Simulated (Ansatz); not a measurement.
Band structure of WS2 (P6_3/mmc, 6 atoms in the cell).

```
CELL_PARAMETERS angstrom
      3.23485     0.00000     0.00000
     -1.61742     2.80146     0.00000
      0.00000     0.00000    13.18464
ATOMIC_POSITIONS crystal
  W  0.33333 0.66667 0.25000
  W  0.66667 0.33333 0.75000
  S  0.33333 0.66667 0.62980
  S  0.66667 0.33333 0.37020
  S  0.66667 0.33333 0.12980
  S  0.33333 0.66667 0.87020
```

Method: PBE, PAW files (plane waves; Ansatz, an electronic-structure program).

Settings: basis.ecutwfc = 420 eV; kpoints.mp_grid.grid = 8 8 2; hamiltonian.xc = pbe; hamiltonian.pseudopotentials = {kind: paw} (the program's default PAW files); scf.occupations.method = fixed; kpoints.band_path.npoints = 8.

The starting cell comes from a database of computed structures (which also holds hypothetical and non-ambient phases and stackings), without a prior relaxation at this level. Its lattice was rescaled by a random factor within 2.5 % of one. Spin-orbit coupling is off.

Problem. Predict the gap along the standard path and the places of the band edges.

Solution. The gap along the path is 1.22 eV, from Γ to K; the smallest direct gap on it is 1.64 eV.

Levels in eV from the top of the valence band on the path, bands 23 to 30:
```tsv
point	23	24	25	26	27	28	29	30
Γ	-2.07	-1.67	-0.79	0.00	2.27	2.27	2.28	2.28
M	-1.82	-1.74	-1.40	-1.31	2.18	2.20	2.56	2.68
K	-2.74	-2.74	-0.52	-0.42	1.22	1.22	2.47	3.17
A	-2.08	-2.08	-0.26	-0.26	2.27	2.27	2.27	2.27
L	-1.78	-1.78	-1.35	-1.35	2.19	2.19	2.63	2.63
H	-2.79	-2.79	-0.47	-0.47	1.22	1.22	2.78	2.78
```

Keys are those of Ansatz 0.2.
